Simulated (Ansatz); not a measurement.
A computed series for SnS2: response to strain

Base system: SnS2 in the CdI2 type structure (space group P-3m1, No. 164; a = 3.6260 Å, c = 5.5735 Å; layered, stacked along the Cartesian z axis). Axes: x lies along a and z along c of the hexagonal cell.

Strains are applied to the cell and any free atomic positions relax; under biaxial strain the out-of-plane vector relaxes too.

The values are results of DFT with PBEsol-D3(BJ), PAW potentials and a 420 eV plane-wave cutoff in Ansatz (a quantum-chemistry and plane-wave program), without spin-orbit coupling, not measurements.

For the base:

| Property | Result |
|---|---|
| Smallest direct gap | 1.58 eV |

**Question.** The aim is a smallest direct gap between 0.98 eV and 1.06 eV. Which of these changes reaches it?
A) strain tensor (xx, yy, zz, yz, xz, xy) = (+2.93, +2.20, −0.91, +1.06, −0.83, −1.19) %
B) uniaxial strain ε_zz = +3.53 %
C) biaxial strain −2.67 %, plane normal [001], relaxed out of plane
D) isotropic strain +0.35 %

**Answer.** A, strain tensor (xx, yy, zz, yz, xz, xy) = (+2.93, +2.20, −0.91, +1.06, −0.83, −1.19) %. It gives 1.01 eV; isotropic strain +0.35 % gives 1.53 eV; uniaxial strain ε_zz = +3.53 % gives 1.81 eV; biaxial strain −2.67 %, plane normal [001], relaxed out of plane gives 1.89 eV. Changes not listed may reach it too

Stability against distortions was not tested.
